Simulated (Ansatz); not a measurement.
The parent structure is AlHO2 (space group Pnnm, No. 58; a = 4.1599 Å, b = 4.6943 Å, c = 2.8400 Å; a cell from a computed database, its experimental status unchecked).

Perturbation: cell and atoms relaxed at a pressure of 0.7 GPa.

Levels (all Ansatz, a first-principles code, PAW): PBEsol (420 eV, no spin-orbit coupling); HSE06 (420 eV, no spin-orbit coupling).

The geometry is relaxed with PBEsol.

* **PBEsol lowest conduction level above the VBM at special points**: Γ 6.12 eV; X 8.57 eV; Y 8.78 eV

Problem. How does going to HSE06 change the lowest conduction level above the VBM at special points?

Solution. The lowest conduction level above the VBM at special points changes from Γ 6.12 eV; X 8.57 eV; Y 8.78 eV to Γ 8.04 eV; X 10.60 eV; Y 10.83 eV.

Single points use the geometry relaxed with PBEsol. The levels and masses belong to the bands next to the band gap. Load acts through the strain it causes; cell and atoms are relaxed under it. Stability against distortions was not tested.
